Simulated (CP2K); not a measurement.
A self-consistent single point of GaBi (F-43m, 2 atoms in the cell) with CP2K.

Computed with CP2K with PBEsol, GPW, DZVP-MOLOPT-SR-GTH basis, GTH-PBE potentials (GTH_POTENTIALS).

```
GaBi
1.0
    4.50097     0.00000     0.00000
    2.25048     3.89795     0.00000
    2.25048     1.29932     3.67503
Ga Bi
1 1
Direct
  0.25000   0.25000   0.25000
  0.00000   0.00000   0.00000
```

Reference input (self-consistent single point, DFT LDA (Pade form), GPW, DZVP-MOLOPT-SR-GTH basis, GTH-PADE potentials (GTH_POTENTIALS)): CUTOFF = 600 Ry; REL_CUTOFF = 60 Ry; SMEAR/METHOD = GAUSSIAN; SIGMA = 0.2 eV; KPOINTS/SCHEME = MONKHORST-PACK 12 12 12; GAMMA_CENTERED = T; XC_FUNCTIONAL = PADE; Ga/BASIS_SET = DZVP-MOLOPT-SR-GTH-q13; Ga/POTENTIAL = GTH-PADE-q13; Bi/BASIS_SET = DZVP-MOLOPT-SR-GTH-q5; Bi/POTENTIAL = GTH-PADE-q5; METHOD = GPW. This run's input differs from it in these lines:

```diff
@@ -44,3 +44,6 @@
     &XC
-      &XC_FUNCTIONAL PADE
+      &XC_FUNCTIONAL
+        &PBE
+          PARAMETRIZATION PBESOL
+        &END PBE
       &END XC_FUNCTIONAL
@@ -75,3 +78,3 @@
       BASIS_SET DZVP-MOLOPT-SR-GTH-q13
-      POTENTIAL GTH-PADE-q13
+      POTENTIAL GTH-PBE-q13
     &END KIND
@@ -79,3 +82,3 @@
       BASIS_SET DZVP-MOLOPT-SR-GTH-q5
-      POTENTIAL GTH-PADE-q5
+      POTENTIAL GTH-PBE-q5
     &END KIND
```

Output (repeated stretches shortened):

```
 SCF WAVEFUNCTION OPTIMIZATION

  Step     Update method      Time    Convergence         Total energy    Change
     1 NoMix/Diag. 0.30E+00      -     0.96591045       -80.0106543192 -8.00E+01
     2 Broy./Diag. 0.30E+00      -     0.01441388       -80.1218498242 -1.11E-01
     3 Broy./Diag. 0.30E+00      -     0.04564183       -79.9768670105  1.45E-01
     4 Broy./Diag. 0.30E+00      -     0.00269781       -79.9071533860  6.97E-02
     5 Broy./Diag. 0.30E+00      -     0.00303974       -79.9279136278 -2.08E-02
     6 Broy./Diag. 0.30E+00      -     0.00954685       -79.9376216363 -9.71E-03
   [... 4 lines left out ...]
    11 Broy./Diag. 0.30E+00      -     0.00001956       -79.9461261647 -1.35E-04
    12 Broy./Diag. 0.30E+00      -     0.00001078       -79.9461711226 -4.50E-05
    13 Broy./Diag. 0.30E+00      -     0.00000142       -79.9461796685 -8.55E-06
    14 Broy./Diag. 0.30E+00      -     0.00000083       -79.9461808930 -1.22E-06
  *** SCF run converged in    14 steps ***

  Overlap energy of the core charge distribution:               0.00000000111246
  Self energy of the core charge distribution:               -108.95072755658688
  Core Hamiltonian energy:                                     31.44212025067342
  Hartree energy:                                               8.90609782188200
  Exchange-correlation energy:                                -11.34352725708659
  Smearing free energy correction:                             -0.00014415296462
  Fermi energy:                                                 0.12112261774901

  Total energy:                                               -79.94618089295194
  Total energy (extrapolated to sigma->0):                    -79.94610881646963

   [... lines left out ...]

 STRESS| Analytical stress tensor [bar]
 STRESS|                        x                   y                   z
 STRESS|      x        4.68874741531E+03  -2.86294433008E+00  -2.02450812256E+00
 STRESS|      y       -2.86294433008E+00   4.69202612093E+03  -1.18294530315E+00
 STRESS|      z       -2.02450812256E+00  -1.18294530315E+00   4.69291581210E+03
 STRESS| 1/3 Trace                                             4.69122978278E+03
```

The run converged in 14 iterations. Against the reference run the pressure goes from -2.16 to 0.47 GPa.

The starting cell comes from a database of computed structures (which also holds hypothetical and non-ambient phases and stackings), without a prior relaxation at this level. Values carry the incompleteness of an atom-centred basis. The potentials were made for another functional than the one used.

Cost on one core of a shared machine: roughly 60 s.
